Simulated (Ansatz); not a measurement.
System: C (model structure, P4₂/ncm, No. 138, 12 atoms in the cell). Method: PBEsol (Ansatz, an electronic-structure program, PAW).

Run with plane-wave cutoff 520 eV, 10×10×8 k mesh (along the axes of the cell as run), Fermi–Dirac smearing 0.01 eV, scalar-relativistic PAW data made under PBE.

Cell (relaxed at this level):

```yaml
crystal:
  lattice:
    - [3.41068, 0.00000, 0.00000]
    - [0.00000, 3.41068, 0.00000]
    - [0.00000, 0.00000, 6.05550]
  atoms:
    - { symbol: C, position: [0.83210, 0.33210, 0.35954] }
    - { symbol: C, position: [0.16790, 0.66790, 0.35954] }
    - { symbol: C, position: [0.16790, 0.33210, 0.85954] }
    - { symbol: C, position: [0.83210, 0.66790, 0.85954] }
    - { symbol: C, position: [0.66790, 0.83210, 0.64046] }
    - { symbol: C, position: [0.33210, 0.16790, 0.64046] }
    - { symbol: C, position: [0.33210, 0.83210, 0.14046] }
    - { symbol: C, position: [0.66790, 0.16790, 0.14046] }
    - { symbol: C, position: [0.00000, 0.00000, 0.50000] }
    - { symbol: C, position: [0.50000, 0.50000, 0.00000] }
    - { symbol: C, position: [0.50000, 0.50000, 0.50000] }
    - { symbol: C, position: [0.00000, 0.00000, 0.00000] }
```

Task: Estimate the band gap and direct gap at Γ that the calculation returns.

Result: 
* **band gap**: 3.61 eV (on the SCF k mesh)
* **direct gap at Γ**: 4.89 eV

Note: the relaxation could raise the start's symmetry but not lower it, so the cell can be a saddle point.

The computed numbers hold no vibrational or temperature effects.

A model structure was made by putting elements into a prototype or built by hand; it is no filed structure, need not be a known phase, and can be a saddle point held by its symmetry.
